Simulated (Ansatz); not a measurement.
Consider interstitial Na in anatase TiO2, charge state +1. The step: Na moves alone to another site; the atom moves 1.23 Å along (0.00, 0.00, 0.13) of the unit cell; the moving atom starts with neighbours 2 O at 2.09, 2 O at 2.15, O at 2.24 Å and ends with 2 O at 2.09, 2 O at 2.15, O at 2.24 Å. A PBE band in Ansatz (plane-wave PAW, the Γ point alone, 108 host sites, 17 SCF runs with any check of the saddle's order, static, no finite-size correction) gives a forward barrier of 0.13 eV. The saddle point's order was not checked, and it lies on a symmetry element of the cell, where a band can be held. The charge state is imposed; whether it is stable for some Fermi level was not computed. Sites that were not tried may lie lower.

Single points at the band's start and saddle point can refine it. Rough cost of one point, in units of the band's mean SCF on the same machine:

| Level | Cost of one point |
|---|---|
| PBE, a 2×2×2 k-point mesh shifted by half a step | about 8 |
| r2SCAN at 500 eV, the Γ point alone | about 2 |

Question: Which of these move the barrier by more than 0.1 eV, and how far does each move it?

Answer: Not one does. PBE, a 2×2×2 k-point mesh shifted by half a step: -0.01 eV; r2SCAN at 500 eV, the Γ point alone: +0.02 eV. Each functional is compared with PBE at the same k-points.

Ansatz is a quantum-chemistry and plane-wave program.
